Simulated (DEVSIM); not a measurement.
Device: Ti/SiO2/p-InP capacitor, at 300 K.

Layer 1 from the left is SiO2, thickness (nm) 5.70. Layer 2 from the left is InP, thickness (nm) 4800, Na (cm⁻³) 1.7e16.

Metal gate on the left, work function 4.33 eV. Fixed charge at the semiconductor interface -1.2e11 cm⁻² (in units of +e); interface traps 6.3e11 cm⁻² eV⁻¹, uniform in energy, neutral level at 0.5 of the gap above the valence band.

Constants are typed, rounded textbook-type inputs, not results; the design itself was drawn at random and stands for no fabricated device. Values at 300 K.

SiO2: gap (eV) 9, affinity (eV) 0.9, permittivity 3.9. InP: gap (eV) 1.344, affinity (eV) 4.38, permittivity 12.5, Nc (cm⁻³) 5.7e17, Nv (cm⁻³) 1.1e19.

Simulated with DEVSIM: 1D Poisson equation in equilibrium, Boltzmann statistics, complete ionisation; no quantum confinement or tunnelling. Metal contacts follow the ideal Schottky-Mott rule: no Fermi-level pinning, no interface dipoles.

What does the simulation give for the minimum of the low-frequency capacitance, the threshold voltage (band bending 2φF), the flat-band voltage?

minimum of the low-frequency capacitance 0.115 μF/cm²; threshold voltage (band bending 2φF) 0.12 V; flat-band voltage -1.28 V.
